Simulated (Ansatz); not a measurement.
Results of r²SCAN (PAW; Ansatz, a first-principles code) for Be₃N₂ (R3m, No. 160, 5 atoms in the cell; start mp-1070456; a measured phase of this formula has another space group).

Output (set-up and result lines):

```
Crystal: 5 atoms, lattice volume = 33.835 Å³
Basis set: ecut = 560 eV, 1051 PW (Γ), FFT grids on a1−a3, a2−a3, a3, exchange–correlation on 72×72×120 points (27 copies of the dense FFT grid, shifted against one another)
Bands: 13, of which v1, the nominal top of the filled ones, is band 8 counted from 1 (7 counted from 0)
Symmetry: 6 space group operations
Space group: R3m (ITA 160), of the structure as read, at distance tolerance 3.2e-5 Å
k-points: 288 of 2744 (time reversal used)
Functional: x = r2scan, c = r2scan; τ floored in thin density (d = 2e-4 eV/Å³)
SCF iter   1: F=—  HF=-1055.153453 eV  |F-HF|=—  |Δ(HF+E_count)|=         —  Δρ=9.36e-3  dr2=2.93e-2  dr2_τ=4.25e-1
SCF iter   2: F=—  HF=-1055.462114 eV  |F-HF|=—  |Δ(HF+E_count)|=   3.09e-1  Δρ=5.76e-3  dr2=5.22e-3  dr2_τ=4.94e-4
  ...
SCF iter   8: F=—  HF=-1055.463952 eV  |F-HF|=—  |Δ(HF+E_count)|=   4.22e-9  Δρ=4.45e-6  dr2=6.46e-9  dr2_τ=4.57e-10
SCF iter   9: F=-1055.463952 eV  HF=-1055.463952 eV  |F-HF|=1.32e-11  |Δ(HF+E_count)|=  8.44e-10  Δρ=6.70e-7  dr2=1.24e-10  dr2_τ=5.47e-12
SCF 1 converged in 9 iterations: F = -1055.463952 eV  dr2 = 1.24e-10
SCF converged after 9 iterations
Free energy (F): -1055.463952 eV
Internal energy: -1055.463952 eV  (E = F + TS)
E sigma→0 (E₀):  -1055.463952 eV
Fermi energy:    9.537317 eV
--- Forces (eV/Å), atoms counted from 1 ---
  atom   1  Be     0.00000000     0.00000000    -0.00191798
  atom   2  Be    -0.00000000     0.00000000    -0.00227042
  atom   3  Be     0.00000000    -0.00000000     0.00057384
  atom   4  N      0.00000000    -0.00000000     0.00175454
  atom   5  N     -0.00000000    -0.00000000     0.00242372
--- Stress (GPa, compression-positive) ---
       -0.001317       0.000000       0.000000
        0.000000      -0.001317      -0.000000
        0.000000      -0.000000       0.018071
  P = ⅓ Tr σ = 0.0051 GPa (0.051 kbar)
```

### Question
Write an input file that could have produced this run (the log leaves some choices open).

### Answer
This is not unique; one that fits is 
Ansatz 0.2 input:
```yaml
crystal:
  lattice:
    - [1.4174588533, 0.8183702505, 4.8612696247]
    - [-1.4174588533, 0.8183702505, 4.8612696247]
    - [0.0, -1.6367405011, 4.8612696247]
  atoms:
    - { symbol: Be, position: [0.1408729157, 0.1408729157, 0.1408729157] }
    - { symbol: Be, position: [0.6824111225, 0.6824111225, 0.6824111225] }
    - { symbol: Be, position: [0.9111493946, 0.9111493946, 0.9111493946] }
    - { symbol: N, position: [0.7958545776, 0.7958545776, 0.7958545776] }
    - { symbol: N, position: [0.2916179897, 0.2916179897, 0.2916179897] }
basis:
  ecutwfc: 560
  ecutrho_ratio: 4
  xc_grid: 3
kpoints:
  mp_grid: { grid: [14, 14, 14] }
  band_path:
    path:
      - [0.0, 0.0, 0.0]
      - [-0.083333, -0.083333, -0.083333]
      - [-0.166667, -0.166667, -0.166667]
      - [-0.25, -0.25, -0.25]
      - [-0.333333, -0.333333, -0.333333]
      - [-0.416667, -0.416667, -0.416667]
      - [-0.5, -0.5, -0.5]
      - [-0.5, -0.47754, -0.52246]
      - [-0.5, -0.45508, -0.54492]
      - [-0.5, -0.43262, -0.56738]
      - [-0.5, -0.41016, -0.58984]
      - [-0.5, -0.3877, -0.6123]
      - [-0.5, -0.36524, -0.63476]
      - [-0.5, -0.34278, -0.65722]
      - [-0.5, -0.32032, -0.67968]
      - [-0.5, -0.29786, -0.70214]
      - [-0.5, -0.2754, -0.7246]
      - [-0.5, -0.25294, -0.74706]
      - [-0.5, -0.23048, -0.76952]
      - [-0.5, -0.20802, -0.79198]
      - [-0.5, -0.18556, -0.81444]
      - [-0.18556, 0.18556, -0.5]
      - [-0.162365, 0.162365, -0.5]
      - [-0.13917, 0.13917, -0.5]
      - [-0.115975, 0.115975, -0.5]
      - [-0.09278, 0.09278, -0.5]
      - [-0.069585, 0.069585, -0.5]
      - [-0.04639, 0.04639, -0.5]
      - [-0.023195, 0.023195, -0.5]
      - [0.0, 0.0, -0.5]
      - [0.0, 0.0, -0.461538]
      - [0.0, 0.0, -0.423077]
      - [0.0, 0.0, -0.384615]
      - [0.0, 0.0, -0.346154]
      - [0.0, 0.0, -0.307692]
      - [0.0, 0.0, -0.269231]
      - [0.0, 0.0, -0.230769]
      - [0.0, 0.0, -0.192308]
      - [0.0, 0.0, -0.153846]
      - [0.0, 0.0, -0.115385]
      - [0.0, 0.0, -0.076923]
      - [0.0, 0.0, -0.038462]
      - [0.0, 0.022852, -0.022852]
      - [0.0, 0.045704, -0.045704]
      - [0.0, 0.068556, -0.068556]
      - [0.0, 0.091408, -0.091408]
      - [0.0, 0.11426, -0.11426]
      - [0.0, 0.137112, -0.137112]
      - [0.0, 0.159964, -0.159964]
      - [0.0, 0.182816, -0.182816]
      - [0.0, 0.205668, -0.205668]
      - [0.0, 0.22852, -0.22852]
      - [0.0, 0.251372, -0.251372]
      - [0.0, 0.274224, -0.274224]
      - [0.0, 0.297076, -0.297076]
      - [0.0, 0.319928, -0.319928]
      - [0.0, 0.34278, -0.34278]
      - [-0.34278, 0.0, -0.65722]
      - [-0.368983, 0.0, -0.631017]
      - [-0.395187, 0.0, -0.604813]
      - [-0.42139, 0.0, -0.57861]
      - [-0.447593, 0.0, -0.552407]
      - [-0.473797, 0.0, -0.526203]
      - [-0.5, 0.0, -0.5]
      - [-0.464286, 0.0, -0.464286]
      - [-0.428571, 0.0, -0.428571]
      - [-0.392857, 0.0, -0.392857]
      - [-0.357143, 0.0, -0.357143]
      - [-0.321429, 0.0, -0.321429]
      - [-0.285714, 0.0, -0.285714]
      - [-0.25, 0.0, -0.25]
      - [-0.214286, 0.0, -0.214286]
      - [-0.178571, 0.0, -0.178571]
      - [-0.142857, 0.0, -0.142857]
      - [-0.107143, 0.0, -0.107143]
      - [-0.071429, 0.0, -0.071429]
      - [-0.035714, 0.0, -0.035714]
    npoints: 1
hamiltonian:
  xc: r2scan
  dispersion: none
  pseudopotentials: { kind: paw }
scf:
  occupations: { method: fermi_dirac, width: 0.01 }
  convergence: { dr2_threshold: 0.0000000005 }
output:
  forces: true
  stress: true
  eigenvalues: true
  write_bands: true
```

The PAW data were made under PBE.

The result took around 40 core-seconds (rough).

A start named mp-… is a Materials Project structure, which need not be a measured phase.
